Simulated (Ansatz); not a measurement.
Consider interstitial Na in diamond, charge state +1. Method: PBE, PAW (plane waves to 420 eV; Ansatz, an electronic-structure program).

Settings: 64 host sites, the relaxed PBE lattice, a 2×2×2 k-point mesh shifted by half a step, smearing 0.01 eV, spin-restricted, no image-charge correction. Static, classical nuclei. The host's phase is taken as given; its stability against other phases was not computed. The charge state is imposed; whether it is stable for some Fermi level was not computed. Sites that were not tried may lie lower.

Barriers: single points on a 3×3×3 k-point mesh shifted by half a step at the bands' geometries.

Relaxed starting cell (atoms counted from 1):

```yaml
crystal:
  lattice:
    - [7.14310, 0.00000, 0.00000]
    - [0.00000, 7.14310, 0.00000]
    - [0.00000, 0.00000, 7.14310]
  atoms:
    - { symbol: C, position: [0.99981, 0.99992, 0.26790] }
    - { symbol: C, position: [0.99980, 0.99993, 0.73324] }
    - { symbol: C, position: [0.99981, 0.49993, 0.25266] }
    - { symbol: C, position: [0.99983, 0.49994, 0.74846] }
    - { symbol: C, position: [0.49981, 0.99993, 0.25267] }
    - { symbol: C, position: [0.49984, 0.99992, 0.74847] }
    - { symbol: C, position: [0.49982, 0.49992, 0.25048] }
    - { symbol: C, position: [0.49981, 0.49994, 0.75065] }
    - { symbol: C, position: [0.12613, 0.37877, 0.12687] }
    - { symbol: C, position: [0.12526, 0.37695, 0.62352] }
    - { symbol: C, position: [0.13954, 0.86012, 0.14032] }
    - { symbol: C, position: [0.12611, 0.87364, 0.62174] }
    - { symbol: C, position: [0.62278, 0.37696, 0.12600] }
    - { symbol: C, position: [0.62488, 0.37488, 0.62564] }
    - { symbol: C, position: [0.62098, 0.87365, 0.12688] }
    - { symbol: C, position: [0.62278, 0.87448, 0.62353] }
    - { symbol: C, position: [0.99987, 0.26728, 0.00056] }
    - { symbol: C, position: [0.99981, 0.25204, 0.50055] }
    - { symbol: C, position: [0.99978, 0.73263, 0.00057] }
    - { symbol: C, position: [0.99983, 0.74783, 0.50058] }
    - { symbol: C, position: [0.49980, 0.25204, 0.00056] }
    - { symbol: C, position: [0.49983, 0.24984, 0.50058] }
    - { symbol: C, position: [0.49983, 0.74783, 0.00058] }
    - { symbol: C, position: [0.49980, 0.75002, 0.50057] }
    - { symbol: C, position: [0.12610, 0.12622, 0.37939] }
    - { symbol: C, position: [0.13960, 0.13971, 0.86079] }
    - { symbol: C, position: [0.12525, 0.62288, 0.37761] }
    - { symbol: C, position: [0.12610, 0.62111, 0.87428] }
    - { symbol: C, position: [0.62277, 0.12537, 0.37762] }
    - { symbol: C, position: [0.62099, 0.12624, 0.87428] }
    - { symbol: C, position: [0.62485, 0.62500, 0.37552] }
    - { symbol: C, position: [0.62277, 0.62289, 0.87513] }
    - { symbol: C, position: [0.26715, 0.99992, 0.00053] }
    - { symbol: C, position: [0.25191, 0.99995, 0.50058] }
    - { symbol: C, position: [0.25191, 0.49995, 0.00057] }
    - { symbol: C, position: [0.24972, 0.49991, 0.50055] }
    - { symbol: C, position: [0.73248, 0.99996, 0.00059] }
    - { symbol: C, position: [0.74772, 0.99992, 0.50056] }
    - { symbol: C, position: [0.74772, 0.49992, 0.00055] }
    - { symbol: C, position: [0.74990, 0.49995, 0.50057] }
    - { symbol: C, position: [0.37478, 0.37485, 0.37551] }
    - { symbol: C, position: [0.37684, 0.37698, 0.87512] }
    - { symbol: C, position: [0.37682, 0.87450, 0.37760] }
    - { symbol: C, position: [0.37868, 0.87362, 0.87428] }
    - { symbol: C, position: [0.87436, 0.37698, 0.37760] }
    - { symbol: C, position: [0.87355, 0.37877, 0.87427] }
    - { symbol: C, position: [0.87354, 0.87362, 0.37941] }
    - { symbol: C, position: [0.86003, 0.86019, 0.86081] }
    - { symbol: C, position: [0.24964, 0.24972, 0.25035] }
    - { symbol: C, position: [0.25628, 0.25639, 0.74411] }
    - { symbol: C, position: [0.25624, 0.74346, 0.25702] }
    - { symbol: C, position: [0.24962, 0.75014, 0.75078] }
    - { symbol: C, position: [0.74335, 0.25638, 0.25703] }
    - { symbol: C, position: [0.75004, 0.24973, 0.75076] }
    - { symbol: C, position: [0.75002, 0.75012, 0.25038] }
    - { symbol: C, position: [0.74336, 0.74349, 0.74413] }
    - { symbol: C, position: [0.37866, 0.12620, 0.12685] }
    - { symbol: C, position: [0.37687, 0.12537, 0.62354] }
    - { symbol: C, position: [0.37685, 0.62288, 0.12601] }
    - { symbol: C, position: [0.37474, 0.62497, 0.62562] }
    - { symbol: C, position: [0.86003, 0.13968, 0.14037] }
    - { symbol: C, position: [0.87352, 0.12621, 0.62170] }
    - { symbol: C, position: [0.87351, 0.62108, 0.12685] }
    - { symbol: C, position: [0.87438, 0.62290, 0.62354] }
    - { symbol: Na, position: [0.99982, 0.99996, 0.00057] }
```
Cell charge +1.

End state 1 differs by these moves (Å; atoms that move under 0.08 Å are left out):

| atom | element | Δx | Δy | Δz |
|---|---|---|---|---|
| 1 | C | -0.01 | 0.01 | -0.10 |
| 2 | C | -0.11 | 0.10 | 0.02 |
| 11 | C | -0.10 | 0.11 | 0.02 |
| 12 | C | -0.01 | 0.01 | -0.10 |
| 17 | C | -0.01 | -0.10 | 0.01 |
| 19 | C | -0.10 | 0.02 | 0.11 |
| 26 | C | -0.11 | 0.02 | 0.11 |
| 28 | C | -0.01 | -0.10 | 0.01 |
| 33 | C | -0.02 | 0.11 | 0.11 |
| 37 | C | 0.10 | 0.01 | 0.01 |
| 44 | C | 0.10 | 0.01 | 0.01 |
| 48 | C | -0.02 | 0.10 | 0.11 |
| 52 | C | 0.11 | -0.11 | -0.11 |
| 53 | C | 0.05 | -0.05 | -0.05 |
| 60 | C | 0.05 | -0.05 | -0.05 |
| 61 | C | 0.11 | -0.11 | -0.11 |
| 65 | Na | 0.89 | -0.89 | -0.89 |

Question: What is the computed forward and backward barriers to end state 1 (PBE, PAW)?

Answer: forward 2.01 eV, backward 2.01 eV; at the saddle point atom 65 has neighbours 6 C at 1.74 Å. The program found a first-order saddle point.
